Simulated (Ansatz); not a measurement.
BP under load (space group Imm2), Ansatz (an electronic-structure program) with r2SCAN with spin-orbit coupling, rigid bands. Condition of this run: uniaxial stress along [110] of -2 GPa (compression positive) (the target of the relaxation). Band gap 1.35 eV, N_c = 1.72e19 cm⁻³ and N_v = 1.36e19 cm⁻³ at 300 K, conductivity masses along x (a = (0.01, 2.27, 2.27) Å; b = (2.27, 0.01, 2.27) Å; c = (2.28, 2.28, 0.00) Å) of 0.256 mₑ (electrons) and 0.392 mₑ (holes). Take k_BT = 0.02585 eV.

Problem. What thermal injection velocity √(2k_BT/πm) limits a ballistic channel along the direction named?

Solution. 1.06e7 cm/s for electrons and 8.59e6 cm/s for holes, a ratio of √(m_h/m_e) = 1.24, for dilute carriers.

Problem. Find the intrinsic carrier density and the intrinsic Fermi level.

Solution. n_i = √(N_c N_v) exp(−E_g/2k_BT) = 1.53e19 × exp(−26.11) = 7.0e7 cm⁻³. The level lies (k_BT/2) ln(N_v/N_c) = -3 meV from mid-gap (positive towards the conduction band). Each 0.1 eV added to the gap lowers n_i by a factor of 6.9.

Problem. A film of it is 5 nm thick, with its normal along the direction named. Estimate the confinement energies in an infinite well.

Solution. ħ²π²/(2m t²) = 0.376 eV·nm²/(m/mₑ × t²) gives 58.8 meV for electrons and 38.4 meV for holes, so the gap would widen to about 1.45 eV. Finite barriers and nonparabolic bands lower this, and with several valleys or bands the heaviest mass along the normal sets the lowest level, not this average.

Rigid bands with the computed gap; masses take one relaxation time for all states.
